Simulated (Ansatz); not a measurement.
Reference: Ca₃GeN (Pm-3m), PBEsol, DFPT electron-phonon coupling, linearised Boltzmann equation (plane waves, PAW, scalar-relativistic; Ansatz, a program for electronic structure); geometry: relaxed with this functional, without spin-orbit coupling.

Space group Pm-3m (No. 221); a = b = c = 4.7556 Å, α = β = γ = 90.00°

| atom | site | symmetry | x | y | z |
|---|---|---|---|---|---|
| Ca | 3c | 4/mm.m | 0.0000 | 0.5000 | 0.5000 |
| Ge | 1a | m-3m | 0.0000 | 0.0000 | 0.0000 |
| N | 1b | m-3m | 0.5000 | 0.5000 | 0.5000 |

The resistivity at 300 K is 68 μΩ·cm and the mean free path at 300 K comes out as 3.6 nm.

Swap Ge for Tl, keeping the structure type. How do these values move?

Ca₃TlN (Pm-3m): volume per atom 21.5 to 23.2 Å³; resistivity at 300 K falls (68 μΩ·cm to 39 μΩ·cm); mean free path at 300 K rises (3.6 nm to 5.0 nm).

Moves up to 13 % count as about the same. Metals; harmonic phonons alone scatter; means over directions. The mean free path is weighted by the current that each state carries. Halving the electron mesh moves these values by up to 9 %; q meshes are mostly untested. Some of the runs warned that the eigensolver left states short of its tolerance. Spin-orbit coupling is left out.

Formula and space group known from diffraction (Crystallography Open Database), not checked to be the room-temperature form: Ca3GeN (Pm-3m). Computed structure with no diffraction record at hand here (it may be known, metastable or hypothetical): Ca3TlN (Pm-3m). The missing spin-orbit coupling matters most for Ca3TlN (Pm-3m).
